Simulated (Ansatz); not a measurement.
Spacing of the highest filled and lowest empty level at the zone centre in eight small model glasses of hand-chosen composition and density, fast-quenched (anions pushed apart in CHGNet runs), each at its PBE geometry, by PBE and by HSE06 (Ansatz, a program for electronic structure, plane waves, PAW). The cells are the first eight to finish that balance their formal charges, show no moments and no lower geometry on charging where those were tested, and have a gap at both levels; defect levels can set the spacings, and exact exchange is cut at the cells' faces.

```json
[
 {"cell": "Ti20O42Hf", "quench by": "CHGNet", "pressure (GPa)": "1.9", "levels at the gap": "spread", "PBE (eV)": "2.84", "experiment, tabulated (eV)": "-"},
 {"cell": "In9Ga9Zn9O39Sc2", "quench by": "CHGNet", "pressure (GPa)": "3.2", "levels at the gap": "localised at the filled edge", "PBE (eV)": "1.19", "experiment, tabulated (eV)": "-"},
 {"cell": "Ga24O39Mo", "quench by": "CHGNet", "pressure (GPa)": "0.0", "levels at the gap": "localised at both edges", "PBE (eV)": "1.36", "experiment, tabulated (eV)": "-"},
 {"cell": "Ga24O38Ti", "quench by": "CHGNet", "pressure (GPa)": "0.1", "levels at the gap": "localised at the filled edge", "PBE (eV)": "1.84", "experiment, tabulated (eV)": "-"},
 {"cell": "Si24O49Na2", "quench by": "CHGNet", "pressure (GPa)": "0.0", "levels at the gap": "localised at the filled edge", "PBE (eV)": "3.32", "experiment, tabulated (eV)": "-"},
 {"cell": "Ga24O37Ca", "quench by": "CHGNet", "pressure (GPa)": "-1.8", "levels at the gap": "localised at the filled edge", "PBE (eV)": "1.42", "experiment, tabulated (eV)": "-"},
 {"cell": "Ti20O45Nb2", "quench by": "CHGNet", "pressure (GPa)": "2.2", "levels at the gap": "localised at the filled edge", "PBE (eV)": "2.55", "experiment, tabulated (eV)": "-"},
 {"cell": "In9Ga9Zn9O37Ba", "quench by": "CHGNet", "pressure (GPa)": "0.1", "levels at the gap": "localised at the filled edge", "PBE (eV)": "0.56", "experiment, tabulated (eV)": "-"}
]
```

Question: What does HSE06 give, and how does it move these values against PBE?

Answer: Ti20O42Hf 4.40, In9Ga9Zn9O39Sc2 2.74, Ga24O39Mo 2.66, Ga24O38Ti 3.52, Si24O49Na2 4.97, Ga24O37Ca 3.10, Ti20O45Nb2 4.04, In9Ga9Zn9O37Ba 2.04 eV. It raises them by +1.30 to +1.69 eV, +1.55 eV on average. A straight line through the eight gives HSE06 = 1.05 × PBE +1.46 eV, with a scatter of 0.11 eV.
